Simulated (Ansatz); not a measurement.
# TiB2: energy against strain

TiB2 (AlB2 type, P6/mmm, 8.175 Å³/atom at rest, c along z) under a strain ε along c (axis z), the other axes held. LDA in Ansatz, a plane-wave DFT program (PAW, default set), 420 eV, 13×13×10 Γ-centred mesh, Fermi-Dirac smearing 0.05 eV; ions are relaxed within the symmetry of each cell.

Here s stands for strain and y for E less E0.

| strain (%) | E less E0 (meV/atom) |
|---|---|
| -1.50 | 2.83 |
| -1.00 | 1.25 |
| -0.50 | 0.31 |
| 0.00 | 0.00 |
| 0.50 | 0.30 |
| 1.00 | 1.21 |
| 1.50 | 2.71 |
| 3.00 | ? |

Q: Fit y against s with a parabola, and predict the withheld value at s = 3.00.

A: Least squares gives y = -0.002 - 0.0321·s + 1.2319·s². Residuals (row less fit): 0.012, -0.012, -0.012, 0.002, 0.010, 0.012, -0.012; standard error 0.014 (degrees of freedom: 4). Twice the quadratic coefficient over the volume, 2 × 1.2319 meV × 10⁴ × 0.1602 / 8.175 Å³, is the elastic constant C33 = 483 ± 2 GPa. At the withheld row, y = -0.002 - 0.0321 × 3.0 + 1.2319 × 3.0² = 10.989 meV/atom. The calculation gives 10.72 meV/atom, 0.269 meV/atom below the prediction (2.5 % of the range of y in the table). The row lies outside the fitted rows, so this is an extrapolation. From the scatter of the fitted rows alone, a prediction at this place has a standard error of 0.055 meV/atom, so the miss is 4.9 times that.

One order more, fitted to all 13 runs of the series, follows each within 0.02, so the miss is the next term of a smooth law. In a metal these values are sensitive to mesh and smearing; energies are taken to zero smearing, stresses follow the free energy. Rows are the converged runs of the series near zero and its far end; series whose fitted rows scatter by over a few per cent of the range, as at a crossing or softening among them, aren't shown in this form. Most that stay on the fit to the last digits aren't either.
